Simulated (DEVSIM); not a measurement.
Structure: Cr/SiO2/p-Si capacitor, at 250 K.

| layer (left to right) | material | thickness (nm) | Na (cm⁻³) |
|---|---|---|---|
| 1 | SiO2 | 51.0 | - |
| 2 | Si | 1700 | 1.1e17 |

Metal gate on the left, work function 4.5 eV. Fixed charge at the semiconductor interface 1.3e12 cm⁻² (in units of +e); interface traps 5.9e10 cm⁻² eV⁻¹, uniform in energy, neutral level at 0.3 of the gap above the valence band.

This is a model device: material constants are rounded textbook-type values typed into the input, and sizes, dopings and lifetimes were drawn at random. Values at 300 K; Nc and Nv go as T^1.5, mobilities as T to minus their exponent, the gap by Varshni's rule with the affinity fixed.

```csv
parameter,SiO2,Si
gap (eV),9,1.124
affinity (eV),0.9,4.05
permittivity,3.9,11.7
Nc (cm⁻³),-,2.86e19
Nv (cm⁻³),-,3.1e19
Varshni α (eV/K),-,0.000473
Varshni β (K),-,636
```

Simulated with DEVSIM: 1D Poisson equation in equilibrium, Boltzmann statistics, complete ionisation; no quantum confinement or tunnelling. Metal contacts follow the ideal Schottky-Mott rule: no Fermi-level pinning, no interface dipoles.

Tabulate band edges, carrier densities and field at -1.75 V on the gate.

Energies count from the Fermi level of the right contact; mesh points crowd at the junctions.

```tsv
x (μm)	Ec (eV)	Ev (eV)	n (cm⁻³)	p (cm⁻³)	field (V/cm)
0.000	5.350	-3.650	< 1e2	< 1e2	-300000
0.001514	5.305	-3.695	< 1e2	< 1e2	-300000
0.005114	5.199	-3.801	< 1e2	< 1e2	-300000
0.01299	4.966	-4.034	< 1e2	< 1e2	-300000
0.03523	4.310	-4.690	< 1e2	< 1e2	-300000
0.04465	4.032	-4.968	< 1e2	< 1e2	-300000
0.04884	3.908	-5.092	< 1e2	< 1e2	-300000
0.05108	0.696	-0.440	210000	3.1e10	100000
0.05274	0.712	-0.424	96000	6.7e10	99000
0.05683	0.751	-0.385	16000	4.1e11	92000
0.06613	0.829	-0.307	420	1.5e13	76000
0.1013	0.994	-0.142	< 1e2	3.2e16	20000
0.1699	1.020	-0.116	< 1e2	1.1e17	68
0.3297	1.020	-0.116	< 1e2	1.1e17	≈ 0
0.9293	1.020	-0.116	< 1e2	1.1e17	≈ 0
1.399	1.020	-0.116	< 1e2	1.1e17	≈ 0
1.606	1.020	-0.116	< 1e2	1.1e17	≈ 0
1.689	1.020	-0.116	< 1e2	1.1e17	≈ 0
1.732	1.020	-0.116	< 1e2	1.1e17	≈ 0
1.744	1.020	-0.116	< 1e2	1.1e17	≈ 0
1.748	1.020	-0.116	< 1e2	1.1e17	≈ 0
1.751	1.020	-0.116	< 1e2	1.1e17	≈ 0
```
